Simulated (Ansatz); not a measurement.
The starting structures come from a database of crystals and need not be the phases stable at ambient conditions.

 Where the default PAW files enter, the runs use the earlier of Ansatz's two default sets.

By PBEsol, the system below comes out a metal.

A figure of merit of an interconnect metal is its ballistic conductance per area.

Input:

```
CELL_PARAMETERS angstrom
      4.13566     0.00000     0.00000
      0.00000     5.29985     0.00000
      2.06783    -1.61492     5.89620
ATOMIC_POSITIONS crystal
  Ni 0.00000 0.00000 0.00000
  Ni 0.21584 0.66356 0.56832
  Ni 0.78416 0.33644 0.43168
  Sn 0.42735 0.31357 0.14530
  Sn 0.57265 0.68643 0.85470
  Sn 0.17212 0.18744 0.65576
  Sn 0.82788 0.81256 0.34424
```

Space group of this cell: C2/m. The cell is strained (lengths across the current scaled by 1.02, ions clamped); by PBEsol its mean pressure is -5.6 GPa.

The current flows along the normal of the first two printed cell vectors. No spin-orbit coupling; the value is a mean over 0.1 eV about the Fermi level.

Problem. Give the ballistic conductance per area that PBEsol (Ansatz, a quantum-chemistry and plane-wave program) yields.

Solution. 0.42 × 10¹⁵ S/m² for both spins.
